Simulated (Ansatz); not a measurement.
Structures of equal composition on the (0001) surface of hcp Ru: a layer of Pd in place of the second plane; a layer of Pd in place of the third plane. The slabs share one bottom face, and each structure is named by its start. These are constructed structures in small cells; real faces may alloy, dewet or reconstruct in larger ones, and not all known structures of the face are among them. Slabs of about 11 Å, Fermi-Dirac smearing of 0.1 eV. Bottom of the slabs: a bare face, its two planes held. Relaxed from the named starts with such symmetry as they have, on meshes of like density; energies extrapolated to zero smearing; spin only where a row says so; no spin-orbit coupling, no U. Brackets mark spin-polarised runs, whose order is one that fits the cell.

The numbers are results of PBE (plane waves to 420 eV, PAW; Ansatz, a program for electronic structure), not measurements.

### Question
Put the candidates in order of energy per 1x1 cell, lowest first, for PBE.

### Answer
a layer of Pd in place of the third plane (0.000 eV), a layer of Pd in place of the second plane (0.333 eV)
